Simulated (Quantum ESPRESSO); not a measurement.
# Short convergence ladders for YFe₂ (R3m, 6 atoms in the cell)

```yaml
crystal:
  lattice:
    - [2.60612, -1.50465, 4.25578]
    - [0.00000, 3.00929, 4.25578]
    - [-2.60612, -1.50465, 4.25578]
  atoms:
    - { symbol: Y, position: [0.25392, 0.25392, 0.25392], spin: 1.0 }
    - { symbol: Y, position: [0.00000, 0.00000, 0.00000], spin: 1.0 }
    - { symbol: Fe, position: [0.62500, 0.62500, 0.62500], spin: 4.0 }
    - { symbol: Fe, position: [0.12500, 0.62500, 0.62500], spin: 4.0 }
    - { symbol: Fe, position: [0.62500, 0.62500, 0.12500], spin: 4.0 }
    - { symbol: Fe, position: [0.62500, 0.12500, 0.62500], spin: 4.0 }
```
(The spins are starting values, not results.)

Base method: PBEsol, PSlibrary ultrasoft (PBE) pseudopotentials (plane waves; Quantum ESPRESSO).

Base settings: ecutwfc = 55 Ry; ecutrho = 385 Ry; occupations = smearing; smearing = gaussian; degauss = 0.0073499 Ry; nspin = 2; input_dft = pbesol; potentials = {Y: Y.pbe-spn-rrkjus_psl.1.0.0.UPF, Fe: Fe.pbe-n-rrkjus_psl.1.0.0.UPF}; K_POINTS = automatic 3 3 3 0 0 0; conv_thr = 1e-09 Ry.

The count of work is k-points × plane waves × bands × iterations; it is no time. Core times come from one kind of shared machine, to one figure; runs under 30 s give none.

**The cutoff for other potential files**

Level: DFT, PBEsol, plane waves, PseudoDojo standard norm-conserving (PBESOL) pseudopotentials.

In this ladder: ecutrho = default; input_dft = default; pseudopotentials = {Y: Y.upf, Fe: Fe.upf}.

The second cell is the first with its lattice scaled by 0.98.

The mesh stays at the base's, so the ladder's end is converged at best in this setting alone.

Only quantities that move along the ladder and can be compared are tabulated.

```csv
ecutwfc,free energy less the last step's (meV/atom),energy of the compressed cell less the first (meV/atom),pressure (GPa),largest difference of a force vector from the last step's (eV/Å),net moment (μB/atom),count of work / last,core time / last (rough)
40 Ry,21705.27,-19.11,-637.30,0.115,1.082,0.24,0.2
63 Ry,807.00,-56.05,-69.00,0.003,1.208,0.45,0.4
90 Ry,0.53,-37.49,-8.37,0.000,1.195,0.76,0.6
108 Ry,0.00,-37.48,-8.32,0.000,1.195,1.0,1
```

Coarsest ecutwfc that holds the net moment within 0.01 μB/atom of the last step, with all finer ones: 90 Ry; the step before is off by 0.013 μB/atom.

Coarsest ecutwfc that holds the energy of the compressed cell less the first within 1 meV/atom of the last step, with all finer ones: 90 Ry; the step before is off by 19 meV/atom.

Coarsest ecutwfc that holds the forces within 0.01 eV/Å of the last step, with all finer ones: 63 Ry, at about 0.4 of the last step's time; the step before is off by 0.12 eV/Å.

At the lowest cutoff the pressure lies 629 GPa under the last step's, the usual sign of Pulay stress in an incomplete plane-wave basis.

**The density cutoff**

The second cell is the first with its lattice scaled by 0.98.

The mesh stays at the base's, so the ladder's end is converged at best in this setting alone.

Only quantities that move along the ladder and can be compared are tabulated.

```tsv
ecutrho	free energy less the last step's (meV/atom)	energy of the compressed cell less the first (meV/atom)	pressure (GPa)	core time / last (rough)
110 Ry	-3.38	-42.71	-9.71	0.3
220 Ry	-0.04	-42.23	-9.81	0.8
330 Ry	-0.01	-42.23	-9.81	0.8
385 Ry	0.00	-42.23	-9.82	1
440 Ry	0.00	-42.23	-9.82	1
```

Coarsest ecutrho that holds the energy of the compressed cell less the first within 0.2 meV/atom of the last step, with all finer ones: 220 Ry; the step before is off by 0.48 meV/atom.

Coarsest ecutrho that holds the pressure within 0.1 GPa of the last step, with all finer ones: 220 Ry; the step before is off by 0.11 GPa.

Coarsest ecutrho that holds the free energy within 0.5 meV/atom of the last step, with all finer ones: 220 Ry; the step before is off by 3.4 meV/atom.

The energy difference between the two cells stays within 1 meV/atom of the last step's from 110 Ry on, the total only from 220 Ry on: much of the error is common to both cells and cancels.

On the base run: the starting cell comes from a database of computed structures (which also holds hypothetical and non-ambient phases and stackings), without a prior relaxation at this level. Its lattice was rescaled by up to half a per cent. One atom was moved a little off its site on purpose. The magnetic order is the one reached from the typed start; others were not searched systematically. In the base run, with a pressure of about -10 GPa the cell is away from its equilibrium volume at this level. Without a gap this mesh is coarse (it stands for a supercell whose shortest vector is 16 Å).
